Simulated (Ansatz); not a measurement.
Take Ti5Si3 (space group P6_3/mcm, No. 193; a = 7.4035 Å, c = 5.0689 Å) as the base. Axes: x lies along a and z along c of the hexagonal cell.

Computed with PBEsol (Ansatz, a quantum-chemistry and plane-wave program), no spin-orbit coupling.

Before the change:

```
Quantity                           Result
-----------------------------  ----------
Pressure                          0.0 GPa
Shortest interatomic distance  4.789 bohr
```

The change: compressive biaxial strain of 2.74 % in the plane normal to [001], as in epitaxy on a mismatched substrate; the out-of-plane cell vector and the atoms relax.

Task: Predict the new pressure.

Result: The pressure (mean of the normal stresses, compression positive) goes from zero to 8.1 GPa.

Task: What happens to the shortest interatomic distance?

Result: The shortest interatomic distance decreases by 0.0988 bohr (4.789 bohr → 4.691 bohr).

Without a gap, meshes like the base's 6×6×8 leave anisotropic stresses uncertain by several tenths of a GPa, and small strain energies with them. Whether these cells are dynamically stable was not tested. The final runs are not spin-polarised.
